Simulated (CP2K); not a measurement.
How far to go with the k-point mesh: Rb (Im-3m, 1 atom in the cell)

```yaml
crystal:
  lattice:
    - [4.90772, 0.00000, 0.00000]
    - [-1.63591, 4.62704, 0.00000]
    - [-1.63591, -2.31352, 4.00714]
  atoms:
    - { symbol: Rb, position: [0.00000, 0.00000, 0.00000] }
```

Computed with LDA (Pade form), GPW, DZVP-MOLOPT-SR-GTH basis, GTH-PADE potentials (GTH_POTENTIALS) (CP2K).

Base settings: CUTOFF = 500 Ry; REL_CUTOFF = 60 Ry; SMEAR/METHOD = FERMI_DIRAC; ELECTRONIC_TEMPERATURE = 1160.45 K; KPOINTS/SCHEME = MONKHORST-PACK 4 4 4; GAMMA_CENTERED = T; XC_FUNCTIONAL = PADE; Rb/BASIS_SET = DZVP-MOLOPT-SR-GTH; Rb/POTENTIAL = GTH-PADE-q9; METHOD = GPW.

Moved along: GAMMA_CENTERED.

The second cell is the first with its lattice scaled by 0.98.

Only quantities that move along the ladder and can be compared are tabulated.

The starting cell has typed, rounded lattice constants, without a prior relaxation at this level. Its lattice was rescaled by up to half a per cent. Values carry the incompleteness of an atom-centred basis.

Steps (KPOINTS/SCHEME): MONKHORST-PACK 2 2 2; MONKHORST-PACK 3 3 3; MONKHORST-PACK 4 4 4; MONKHORST-PACK 5 5 5; MONKHORST-PACK 6 6 6; MONKHORST-PACK 7 7 7; MONKHORST-PACK 8 8 8; MONKHORST-PACK 9 9 9; MONKHORST-PACK 10 10 10; MONKHORST-PACK 11 11 11; MONKHORST-PACK 12 12 12; MONKHORST-PACK 13 13 13; MONKHORST-PACK 15 15 15; MONKHORST-PACK 16 16 16; MONKHORST-PACK 18 18 18.

What is the coarsest KPOINTS/SCHEME that holds the pressure within 0.05 GPa of the last step, with all finer ones?

MONKHORST-PACK 5 5 5; the step before is off by 0.07 GPa.

What is the coarsest KPOINTS/SCHEME that holds the energy of the compressed cell less the first within 0.5 meV/atom of the last step, with all finer ones?

MONKHORST-PACK 5 5 5; the step before is off by 2.4 meV/atom.

What is the coarsest KPOINTS/SCHEME that holds the free energy within 5 meV/atom of the last step, with all finer ones?

MONKHORST-PACK 7 7 7; the step before is off by 5.9 meV/atom.

| KPOINTS/SCHEME | free energy less the last step's (meV/atom) | energy of the compressed cell less the first (meV/atom) | pressure (GPa) |
|---|---|---|---|
| MONKHORST-PACK 2 2 2 | 294.16 | -17.52 | -0.52 |
| MONKHORST-PACK 3 3 3 | -77.72 | -11.99 | -0.42 |
| MONKHORST-PACK 4 4 4 | 35.29 | -7.12 | -0.28 |
| MONKHORST-PACK 5 5 5 | -6.28 | -9.97 | -0.36 |
| MONKHORST-PACK 6 6 6 | 5.90 | -9.10 | -0.33 |
| MONKHORST-PACK 7 7 7 | -1.91 | -9.72 | -0.35 |
| MONKHORST-PACK 8 8 8 | 1.88 | -9.38 | -0.34 |
| MONKHORST-PACK 9 9 9 | -1.15 | -9.68 | -0.35 |
| MONKHORST-PACK 10 10 10 | 0.79 | -9.45 | -0.34 |
| MONKHORST-PACK 11 11 11 | -0.40 | -9.63 | -0.35 |
| MONKHORST-PACK 12 12 12 | 0.21 | -9.51 | -0.35 |
| MONKHORST-PACK 13 13 13 | -0.03 | -9.58 | -0.35 |
| MONKHORST-PACK 15 15 15 | 0.04 | -9.56 | -0.35 |
| MONKHORST-PACK 16 16 16 | -0.01 | -9.56 | -0.35 |
| MONKHORST-PACK 18 18 18 | 0.00 | -9.56 | -0.35 |

The energy difference between the two cells stays within 1 meV/atom of the last step's from MONKHORST-PACK 5 5 5 on, the total only from MONKHORST-PACK 10 10 10 on: much of the error is common to both cells and cancels.
